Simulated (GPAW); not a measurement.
# Quick settings and what they miss: GaP (F-43m, 2 atoms in the cell)

Self-consistent single point.

```
CELL_PARAMETERS angstrom
      0.00000     2.77351     2.77351
      2.77351     0.00000     2.77351
      2.77351     2.77351     0.00000
ATOMIC_POSITIONS crystal
  Ga 0.00000 0.00000 0.00000
  P  0.25000 0.25000 0.25000
```

Method of the run: PBE, GPAW PAW datasets PBE (gpaw-data 1.0.1) (plane waves; GPAW).

Base settings: mode = pw; ecut = 550 eV; xc = PBE; kpts = 8 8 8; mesh shift (steps) = 0 0 0; occupations.name = fixed-uniform; nbands = -4; convergence.density = 1e-05 e/electron; convergence.bands = -2; symmetry.symmorphic = false; symmetry.tolerance = 0.0005; maxiter = 120.

Tight run (finer mesh or higher cutoff; not a proven limit): ecut: 550 eV → 770 eV; kpts: 8 8 8 → 11 11 11; convergence.density: 1e-05 e/electron → 5e-07 e/electron; convergence.energy: default → 1e-10 eV/electron; convergence.eigenstates: default → 1e-14. It gave top of the valence band (on the code's own zero) 4.41 eV; gap on the k-point mesh 1.46 eV; pressure -0.12 GPa.

Quick runs, as changes from the base:
- A: the base itself
- B: ecut: 550 eV → 330 eV; xc: PBE → LDA; kpts: 8 8 8 → 3 3 3; occupations.name: fixed-uniform → marzari-vanderbilt; convergence.density: 1e-05 e/electron → 0.0005 e/electron; occupations.width: default → 0.2 eV; convergence.energy: default → 0.0001 eV/electron; convergence.eigenstates: default → 1e-08; potentials: GPAW PAW datasets LDA (gpaw-data 1.0.1) [LDA (Perdew-Wang 92)]
- C: kpts: 8 8 8 → 4 4 4; kpts_shift: 0 0 0 → 0.5 0.5 0.5; occupations.name: fixed-uniform → marzari-vanderbilt; convergence.density: 1e-05 e/electron → 0.0005 e/electron; occupations.width: default → 0.2 eV; convergence.energy: default → 0.0001 eV/electron; convergence.eigenstates: default → 1e-08
- D: ecut: 550 eV → 275 eV; kpts: 8 8 8 → 2 2 2
- E: ecut: 550 eV → 440 eV; xc: PBE → LDA; kpts: 8 8 8 → 2 2 2; occupations.name: fixed-uniform → methfessel-paxton; occupations.width: default → 0.2 eV; occupations.order: default → 0; potentials: GPAW PAW datasets LDA (gpaw-data 1.0.1) [LDA (Perdew-Wang 92)]…
- F: ecut: 550 eV → 330 eV; kpts: 8 8 8 → 6 6 6; kpts_shift: 0 0 0 → 0.5 0.5 0.5; occupations.name: fixed-uniform → fermi-dirac; occupations.width: default → 0.272 eV
- G: xc: PBE → HSE06; kpts: 8 8 8 → 3 3 3; occupations.name: fixed-uniform → fermi-dirac; symmetry.symmorphic: false → default; occupations.width: default → 0 eV; eigensolver: default → {name: davidson, niter: 1} [HSE06]

Energies are extrapolated to zero smearing width, which holds to low order in the width alone.

Dashes: energy of B, E, G, another energy zero; count of G, another kind of functional, whose work the count does not hold.

Gaps are read on each run's own mesh, which may miss the band edges.

† marks runs with another functional, U, potentials or spin treatment: their distance from the tight run is not a convergence error alone.

The count of work is k-points × plane waves × bands × iterations; it is no time. 

The starting cell comes from a database of computed structures (which also holds hypothetical and non-ambient phases and stackings), without a prior relaxation at this level. Its lattice was rescaled by a random factor within 2.5 % of one.

```csv
run,energy less tight (meV/atom),gap on the mesh less tight (eV),count of work / tight
A,2.1,0.000,0.22
B†,–,-0.252,0.010
C,2.9,0.438,0.050
D,1084.5,-0.083,0.0084
E†,–,-0.335,0.016
F,5.3,0.262,0.095
G†,–,0.921,–
```

Among the runs at the tight run's level, the energy misses run from 2.1 to 1084.5 meV/atom.
